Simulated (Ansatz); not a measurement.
The starting structures come from a database of crystals and need not be the phases stable at ambient conditions.

 Where the default PAW files enter, the runs use the earlier of Ansatz's two default sets.

Input:

```xyz
9
Lattice="5.0605 0.0000 0.0000 0.0000 5.5414 0.0000 2.5303 0.0000 4.3825" Properties=species:S:1:pos:R:3 pbc="T T T"
Si     2.5303     3.6942     0.0000
Si     1.2651     0.0000     2.1913
Si     3.7954     1.8471     2.1913
O      2.5303     0.9236     2.5541
O      4.1137     2.7707     3.4683
O      1.5835     4.6178     0.9142
O      5.0605     0.9236     1.8284
O      3.4770     2.7707     0.9142
O      6.0073     4.6178     3.4683
```

Space group of this cell: P6_422. The cell is taken as given.

Level of theory: r2SCAN (plane waves, PAW; Ansatz, a program for electronic structure).

The current runs along the normal of the first two printed vectors; no spin-orbit coupling. Scaled by the factor s: both lengths across the current (ions clamped). Meshes 8×6×8 and 6×6 across the current in all rows.

| s | mean pressure (GPa) | band gap (eV) |
|---|---|---|
| 0.98 | 8.5 | 6.48 |
| 1.00 | 0.1 | 6.31 |
| 1.02 | -6.9 | ? |

Q: Take the slope of the band gap against ln s from the two given rows, extrapolate to s = 1.02, and say what the run there gives.

A: Slope = (6.48 − 6.31) / ln 0.98 = -8.41 eV. The line gives 6.31 + (-8.41) × ln 1.02 = 6.14 eV. The run gives 6.05 eV, 0.09 eV under the line, 56 % of the predicted step.
